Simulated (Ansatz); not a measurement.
The reference is CoSi₂ (space group Fm-3m, No. 225; a = 5.360 Å; non-magnetic).

The values are results of Kohn–Sham DFT with the PBE functional, run in Ansatz (a program for electronic structure) with PAW and 420 eV plane waves, without spin-orbit coupling, earlier PAW set, not measurements.

For the base:

- Lattice parameter a: 5.360 Å

Now apply this change: a hydrostatic pressure of 0.3 GPa.

Question: What happens to the lattice parameter a?

Answer: The lattice parameter a shrinks by 0.003 Å, from 5.360 Å to 5.357 Å.

Load acts through the strain it causes; cell and atoms are relaxed under it. No phonon test of stability was made. Seeded moments were not kept for the base. All final runs are without spin polarisation. An odd electron count without spin: CoSi2.
